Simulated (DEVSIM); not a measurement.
Device: Si p-i-n diode, at 300 K.

| layer (left to right) | material | thickness (μm) | Nd (cm⁻³) | Na (cm⁻³) | τn (s) | τp (s) |
|---|---|---|---|---|---|---|
| 1 | Si | 1.90 | - | 8.6e18 | 1.4e-5 | 1.4e-5 |
| 2 | Si | 25.0 | 4.1e12 | - | 1.4e-5 | 1.4e-5 |
| 3 | Si | 2.90 | 7.2e18 | - | 1.4e-5 | 1.4e-5 |

Left contact: ohmic. Right contact: ohmic. Voltage is applied to the left contact. Recombination: SRH at mid-gap, Auger. Gap narrowing is on: ΔEg = 6.92 meV × (l + √(l² + 0.5)), l = ln(N/1.3e17 cm⁻³), shared equally by both band edges. Mobility is μmin + (μ − μmin)/(1 + (N/Nref)^α).

The device is made up for the run: typed textbook-type constants, with dimensions and the other settings drawn at random. Values at 300 K.

```
parameter           Si
-------------  -------
gap (eV)         1.124
affinity (eV)     4.05
permittivity      11.7
Nc (cm⁻³)      2.86e19
Nv (cm⁻³)       3.1e19
μn (cm²/Vs)       1417
μp (cm²/Vs)        470
μn,min              52
μp,min              45
Nref,n          9.7e16
Nref,p          2.2e17
αn                0.68
αp                0.72
Cn (cm⁶/s)     2.8e-31
Cp (cm⁶/s)     9.9e-32
```

DEVSIM, 1D drift-diffusion, Boltzmann statistics, complete ionisation; no tunnelling, impact ionisation, image-force lowering or self-heating.

### Question
Give the dark forward current.

### Answer

```
V (V)  J (A/cm²)
-----  ---------
0.05      3.0e-8
0.10      1.3e-7
0.20      2.2e-6
0.25      9.9e-6
0.35     0.00012
0.40     0.00033
0.50      0.0025
0.55      0.0072
0.65       0.087
0.70        0.41
0.80          14
0.85          82
0.95        1700
1.00        4700
```
